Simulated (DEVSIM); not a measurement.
illuminated In0.53Ga0.47As p-on-n cell, one wavelength

Structure: illuminated In0.53Ga0.47As p-on-n cell, one wavelength, at 300 K.

| layer (left to right) | material | thickness (μm) | Nd (cm⁻³) | Na (cm⁻³) | τn (s) | τp (s) | absorption coefficient (cm⁻¹) |
|---|---|---|---|---|---|---|---|
| 1 | In0.53Ga0.47As | 0.160 | - | 7.5e17 | 2.1e-8 | 2.5e-9 | 98000 |
| 2 | In0.53Ga0.47As | 0.760 | 4.4e16 | - | 2.3e-8 | 2.3e-7 | 98000 |

Left contact: ohmic, minority electron recombination velocity 3000 cm/s. Right contact: ohmic, minority hole recombination velocity 6000 cm/s. Voltage is applied to the left contact. Recombination: SRH at mid-gap, radiative, Auger. Light enters at the left, 7.3e16 photons cm⁻² s⁻¹, one pass, no reflection. Mobility is μmin + (μ − μmin)/(1 + (N/Nref)^α).

The device is made up for the run: typed textbook-type constants, with dimensions and the other settings drawn at random. Values at 300 K.

| parameter | In0.53Ga0.47As |
|---|---|
| gap (eV) | 0.74 |
| affinity (eV) | 4.51 |
| permittivity | 13.9 |
| Nc (cm⁻³) | 2.1e17 |
| Nv (cm⁻³) | 7.7e18 |
| μn (cm²/Vs) | 12000 |
| μp (cm²/Vs) | 300 |
| μn,min | 300 |
| μp,min | 10 |
| Nref,n | 1.3e17 |
| Nref,p | 4.9e17 |
| αn | 0.48 |
| αp | 0.4 |
| B (cm³/s) | 9.6e-11 |
| Cn (cm⁶/s) | 5e-29 |
| Cp (cm⁶/s) | 5e-29 |

DEVSIM, 1D drift-diffusion, Boltzmann statistics, complete ionisation; no tunnelling, impact ionisation, image-force lowering or self-heating.

The potential step across the device at zero bias comes out as 0.639 V, the largest field in the device at zero bias is 83000 V/cm and the dark forward voltage at 1 A/cm² is 0.467 V. The dark forward voltage at 100 A/cm² is 0.589 V. The short-circuit current is 11.6 mA/cm². The open-circuit voltage is 0.348 V, the fill factor comes out as 0.73 and the largest power is 2.95 mW/cm². The share of generated pairs collected at short circuit is 0.994.

Dark forward current:

| V (V) | J (A/cm²) |
|---|---|
| 0.05 | 2.2e-6 |
| 0.10 | 8.6e-6 |
| 0.15 | 2.9e-5 |
| 0.20 | 0.00010 |
| 0.25 | 0.00043 |
| 0.30 | 0.0022 |
| 0.35 | 0.013 |
| 0.40 | 0.080 |
| 0.45 | 0.53 |
| 0.50 | 3.6 |
| 0.55 | 24 |
| 0.60 | 150 |
| 0.65 | 870 |
| 0.70 | 4300 |

Small-signal capacitance in reverse bias (quasi-static):

| V (V) | C (nF/cm²) |
|---|---|
| -0.04 | 81.1 |
| -0.1 | 77.4 |
| -0.2 | 72.3 |
| -0.3 | 68.0 |
| -0.4 | 64.5 |
